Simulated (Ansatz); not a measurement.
Model: Si(111) 1x1 surface, 6 top atoms, 3 bilayers, bottom bilayer H-capped and fixed, every top atom capped by H; cell 11.5 x 6.6 Å; two neighbouring H replaced by OH; about 7 Å thick over the host's atoms, 18 atoms held. These are PBE-D3(BJ) (plane waves to 420 eV, PAW; Ansatz, a quantum-chemistry and plane-wave program) values and carry that method's errors. k mesh 1 x 2 x 1. The slab states were run without spin polarisation. No spin-orbit coupling. No Hubbard U. Slab thickness, cell and mesh are as stated and are not converged limits. Energies are static: no zero-point or thermal part. Each state was relaxed from one prepared geometry.

One H2O a cell is brought to the surface left by an earlier step (TaCl5 exchanges a ligand with a surface O-H group and HCl forms), after HCl has left. Relaxed result near the molecule:

| atom | x (Å) | y (Å) | z (Å) |
|---|---|---|---|
| H(29) | 3.840 | 0.023 | 11.012 |
| H(44) | 7.659 | 6.649 | 11.005 |
| H(45) | 9.582 | 3.381 | 11.014 |
| O(46) | 5.811 | 3.362 | 11.138 |
| H(49) | 2.473 | 3.651 | 11.782 |
| Ta(a0) | 5.863 | 3.318 | 12.972 |
| Cl(a1) | 7.076 | 5.253 | 13.470 |
| Cl(a2) | 3.862 | 4.552 | 13.304 |
| Cl(a3) | 4.618 | 1.357 | 13.358 |
| Cl(a4) | 7.856 | 2.071 | 13.163 |
| O(b0) | 5.920 | 3.159 | 15.321 |
| H(b1) | 6.850 | 3.213 | 15.603 |
| H(b2) | 5.623 | 2.248 | 15.509 |

Problem. What is the adsorption energy against the free H2O and the slab before, and how much of it is dispersion?

Solution. -0.77 eV (negative: bound); the D3 term gives -0.18 eV of it. Bonds to the surface: Ta(a0)-O(b0) 2.36 Å.

Here TaCl5 is the monomer.
